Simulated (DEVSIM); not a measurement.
System: isotype n-n heterojunction In0.52Al0.48As/In0.53Ga0.47As, at 300 K.

Layer 1 from the left is In0.52Al0.48As, thickness (μm) 0.770, Nd (cm⁻³) 2.4e16, τn (s) 1.7e-9, τp (s) 1.7e-9. Layer 2 from the left is In0.53Ga0.47As, thickness (μm) 1.00, Nd (cm⁻³) 1.8e15, τn (s) 1.7e-9, τp (s) 1.7e-9.

Left contact: ohmic. Right contact: ohmic. Voltage is applied to the left contact. Recombination: SRH at mid-gap, Auger. Mobility is μmin + (μ − μmin)/(1 + (N/Nref)^α).

This is a model device: material constants are rounded textbook-type values typed into the input, and sizes, dopings and lifetimes were drawn at random. Values at 300 K.

In0.52Al0.48As: gap (eV) 1.45, affinity (eV) 4, permittivity 12.5, Nc (cm⁻³) 5.1e17, Nv (cm⁻³) 1.1e19, μn (cm²/Vs) 4000, μp (cm²/Vs) 75, μn,min 800, μp,min 10, Nref,n 3e16, Nref,p 1e17, αn 1.1, αp 0.6, Cn (cm⁶/s) 1e-30, Cp (cm⁶/s) 1e-30. In0.53Ga0.47As: gap (eV) 0.74, affinity (eV) 4.51, permittivity 13.9, Nc (cm⁻³) 2.1e17, Nv (cm⁻³) 7.7e18, μn (cm²/Vs) 12000, μp (cm²/Vs) 300, μn,min 300, μp,min 10, Nref,n 1.3e17, Nref,p 4.9e17, αn 0.48, αp 0.4, Cn (cm⁶/s) 5e-29, Cp (cm⁶/s) 5e-29.

DEVSIM, 1D drift-diffusion, Boltzmann statistics, complete ionisation; no tunnelling, impact ionisation, image-force lowering or self-heating. Band offsets follow the typed affinities; no thermionic-emission limit at abrupt steps, no polarisation charge.

Task: What does the simulation give for the potential step across the device at zero bias?

Result: potential step across the device at zero bias 0.554 V.
